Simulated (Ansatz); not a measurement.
In a free linear chain of Sn atoms, spin-degenerate bands cross the Fermi level 3 times between Γ and the zone edge.

Method: PBE (plane waves to 420 eV, PAW; Ansatz, an electronic-structure program). Mesh 1×1×54. No spin polarisation, so a magnetic state wasn't tested. One-dimensional cell, images about 11 Å apart. A hypothetical model. It keeps the symmetry and period of its start, so it need not be a minimum against all distortions. Pairing along the axis, which can open a gap, is among the distortions not tried. Values not marked SOC lack spin–orbit coupling.

Task: What are the conductance and the two-terminal resistance of a perfect, endless piece?

Result: Each crossing on the half of the zone with k > 0 has a partner at −k, so it gives one mode in each direction. Counting spin there are 6 modes, each carrying e²/h = 38.74 μS. G = 6 × 38.74 = 232.4 μS and R = 1/G = 4.30 kΩ, whatever the length. Scattering by phonons, roughness and contacts can only raise R.
